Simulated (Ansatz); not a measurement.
Base system: HfN in the rock salt structure (space group Fm-3m, No. 225; relaxed with 0.1 eV smearing).

```xyz
2
Lattice="0.0000 2.2509 2.2509 2.2509 0.0000 2.2509 2.2509 2.2509 0.0000" Properties=species:S:1:pos:R:3 pbc="T T T"
Hf     0.0000     0.0000     0.0000
N      2.2509     2.2509     2.2509
```

Cartesian axes are those of the cell as printed.

The values are results of Ansatz (a program for electronic structure) PBEsol, spin-orbit coupling left out, not measurements.

For the base:

The volume per atom is 11.40 Å³. The pressure comes out as 0.0 GPa.

It is then changed as follows: biaxial strain +0.50 %, plane normal [001], relaxed out of plane (Cartesian); in-plane vectors clamped, the third vector and the atoms free.

Task: What does the calculation give for the volume per atom after the change?

Result: The volume per atom increases by 0.094 Å³ to 11.50 Å³.

Task: What happens to the pressure?

Result: The pressure (mean of the normal stresses, compression positive) goes from zero to -2.3 GPa.

No phonon test of stability was made. All final runs are without spin polarisation. An odd electron count without spin: HfN.
